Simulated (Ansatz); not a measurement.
# SiGe (model structure, I-4m2, No. 119, 10 atoms in the cell)

These are r²SCAN in Ansatz (plane waves, PAW) values and carry that method's errors.

Numerical settings: plane-wave cutoff 560 eV, 12×12×12 k mesh, Fermi–Dirac smearing 0.01 eV, scalar-relativistic PAW data made under PBE.

Cell (relaxed with PBEsol):

GeSi is modelled in the tetragonal space group I-4m2 (No. 119), Pearson symbol tI20. Conventional cell: a = b = 3.921 Å, c = 27.750 Å, α = β = γ = 90.00°. Si1 on 4e is surrounded by 2 Si at 2.370 Å and 2 Ge at 2.400 Å (tetrahedral). Si2 on 4f is surrounded by 4 Si at 2.370–2.373 Å (tetrahedral). Si3 on 2b is coordinated by 4 Si at 2.373 Å (tetrahedral). Ge1 on 4f is surrounded by 2 Si at 2.400 Å and 2 Ge at 2.436 Å (tetrahedral). Ge2 on 4e is coordinated by 4 Ge at 2.433–2.436 Å (tetrahedral). Ge3 on 2d has 4 Ge at 2.433 Å (tetrahedral). (Neighbours: up to the widest gap in distance over summed covalent radii, below 1.35, at either atom.)
(The calculation used a cell of 10 atoms; values per cell refer to that cell.)

| Item | Value |
|---|---|
| band gap | 0.50 eV (direct) |

Note: the relaxation could raise the start's symmetry but not lower it, so the cell can be a saddle point; cell and atoms aren't relaxed at this level (largest force component 0.04 eV/Å, pressure 0.3 GPa).

Spin–orbit coupling is not included.

Computed values are for the static lattice.

It cost roughly 9 core-minutes of CPU time.

A model structure was made by putting elements into a prototype or built by hand; it is no filed structure, need not be a known phase, and can be a saddle point held by its symmetry.

Ansatz is a first-principles code.
